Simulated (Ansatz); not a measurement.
Base system: RbBiO₃ in the cubic perovskite structure (space group Pm-3m, No. 221; a model cell, its experimental status unchecked).

```
CELL_PARAMETERS angstrom
      4.24864     0.00000     0.00000
      0.00000     4.24864     0.00000
      0.00000     0.00000     4.24864
ATOMIC_POSITIONS crystal
  Rb 0.00000 0.00000 0.00000
  Bi 0.50000 0.50000 0.50000
  O  0.00000 0.50000 0.50000
  O  0.50000 0.50000 0.00000
  O  0.50000 0.00000 0.50000
```

Cartesian axes are those of the cell as printed.

Calculations: PBEsol (Ansatz, an electronic-structure program), scalar-relativistic without spin-orbit coupling.

Base values:

| Property | Result |
|---|---|
| Band gap | zero |
| Pressure | 0.0 GPa |

Perturbation: a pure shear with ε_yz = ε_zy = 0.0196; the atoms relax in the strained cell.

Question: What happens to the band gap?

Answer: The band gap remains zero.

Question: Estimate the effect on the pressure.

Answer: The pressure (mean of the normal stresses, compression positive) is nearly the same (0.0 GPa against 0.1 GPa).

Question: Estimate the effect on the energy relative to the base.

Answer: The energy goes up by 4.2 meV/atom.

Without a gap, meshes like the base's 11×11×11 leave anisotropic stresses uncertain by several tenths of a GPa, and small strain energies with them. No phonon test of stability was made. All final runs are without spin polarisation. Many cubic perovskites are stable only at high temperature; tilts and polar distortions were not tested.
